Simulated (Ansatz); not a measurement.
The starting structures come from a database of crystals and need not be the phases stable at ambient conditions.

Tunnelling through a barrier is set by its complex band structure: the current falls as exp(−2κd) with the smallest κ.

Given:

```
CELL_PARAMETERS angstrom
      4.01886     0.00000     0.00000
      0.00000     4.01886     0.00000
      0.00000     0.00000     6.22631
ATOMIC_POSITIONS crystal
  Cu 0.50000 0.50000 0.00000
  Cu 0.00000 0.00000 0.00000
  I  0.50000 0.00000 0.27626
  I  0.00000 0.50000 0.72374
```

The cell was relaxed by PBE-D3(BJ); by r2SCAN it stands under a pressure of 1.5 GPa.

Transport runs along the normal of the first two printed cell vectors, the (001) plane of the conventional cell.

The gap is the functional's own, uncorrected, and κ follows it; spin-orbit coupling is left out. Mid-gap means the computed energy nearest the middle.

Q: Compute, with r2SCAN (Ansatz, a program for electronic structure), the band gap and the smallest decay constant κ at mid-gap.

A: Gap 2.03 eV on a 8×8×6 mesh; κ = 0.215 1/Å, at the zone centre.
